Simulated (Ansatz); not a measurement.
The starting structures come from a database of crystals and need not be the phases stable at ambient conditions.

 Where the default PAW files enter, the runs use the earlier of Ansatz's two default sets.

Tunnelling through a barrier is set by its complex band structure: the current falls as exp(−2κd) with the smallest κ.

Data:

```xyz
14
Lattice="6.3861 0.0000 0.0000 0.0000 6.3861 0.0000 3.1930 -3.1930 4.5156" Properties=species:S:1:pos:R:3 pbc="T T T"
Na     3.1930     4.7896     1.1289
Na     7.9826     0.0000     3.3867
Na     3.1930     1.5965     1.1289
Na     4.7896     0.0000     3.3867
Mo     0.0000     0.0000     0.0000
Mo     6.3861     3.1930     2.2578
O      6.3861    -1.7460     3.2811
O      4.9390     0.0000     1.0232
O      6.3861     1.7460     3.2811
O      1.4471     0.0000     1.0232
O      1.4471     3.1930     1.2346
O      3.1930     1.7460     3.4924
O      4.9390     3.1930     1.2346
O      3.1930    -1.7460     3.4924
```

Space group of this cell: Fd-3m, spinel. The cell is taken as given; by r2SCAN its mean pressure is 0.6 GPa.

Transport runs along the normal of the first two printed cell vectors, the (001) plane of the conventional cell.

The gap is the functional's own. No spin-orbit coupling. Mid-gap values are interpolated on the energy grid.

### Question
Give the band gap and the smallest decay constant κ at mid-gap that r2SCAN (Ansatz, a first-principles code) yields.

### Answer
Gap 4.87 eV on a 8×8×8 mesh; κ = 0.540 1/Å, at the zone centre.
